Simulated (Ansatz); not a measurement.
1T (CdI2-type) CaI₂

Level of theory: HSE06 in Ansatz (plane waves, PAW).

Numerical settings: plane-wave cutoff 500 eV, 6×6×4 k mesh (along the axes of the cell as run), gaussian smearing 0.02 eV, scalar-relativistic PAW data made under PBE.

Cell (relaxed at this level):

Space group P-3m1 (No. 164); a = b = 4.538 Å, c = 7.674 Å, α = β = 90.00°, γ = 120.00°

```json
[
 {"atom": "Ca", "site": "1a", "symmetry": "-3m.", "x": "0.0000", "y": "0.0000", "z": "0.0000"},
 {"atom": "I", "site": "2d", "symmetry": "3m.", "x": "0.3333", "y": "0.6667", "z": "0.2280"}
]
```

```
Quantity                       Result
--------  ---------------------------
band gap  5.01 eV (on the SCF k mesh)
```

Note: the cell comes from a level without a dispersion term, which matters for the spacing of layers, chains or molecules; the volume lies 13 % above that of the published cell; the cell has widely spaced layers and the level no dispersion term, so their spacing and the moduli can rest on weak binding.

Spin–orbit coupling is not included; with these elements it can move the gap by several tenths of an eV or more.

Cost on a shared machine: very roughly 40 core-minutes.

Ansatz is a first-principles code.
